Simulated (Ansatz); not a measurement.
Cubic perovskite SrVO3, treated with PBEsol-D3(BJ) (PAW; Ansatz, an electronic-structure program).

Run with plane-wave cutoff 520 eV, 14×14×14 k mesh, Fermi–Dirac smearing 0.05 eV, no spin polarisation, scalar-relativistic PAW data made under PBE.

Cell (relaxed at this level):

SrVO₃ has the cubic space group Pm-3m (No. 221), the cubic perovskite structure, Pearson symbol cP5. Conventional cell: a = b = c = 3.785 Å, α = β = γ = 90.00°. Sr on 1a is coordinated by 12 O at 2.677 Å (cuboctahedral). V on 1b has 6 O at 1.893 Å (octahedral). O on 3c is coordinated by 2 V at 1.893 Å and 4 Sr at 2.677 Å (octahedral). (Neighbours: up to the widest gap in distance over summed covalent radii, below 1.35, at either atom; cation-cation and far metal-metal contacts left out.)

Problem. Give the computed bulk modulus B0 and pressure derivative B′ of the bulk modulus.

Solution. 
- bulk modulus B0 = 210 GPa
- pressure derivative B′ of the bulk modulus = 4.4

The run finds no gap.

Computed values are for the static lattice.

Computing time: about 70 core-seconds (a rough figure).
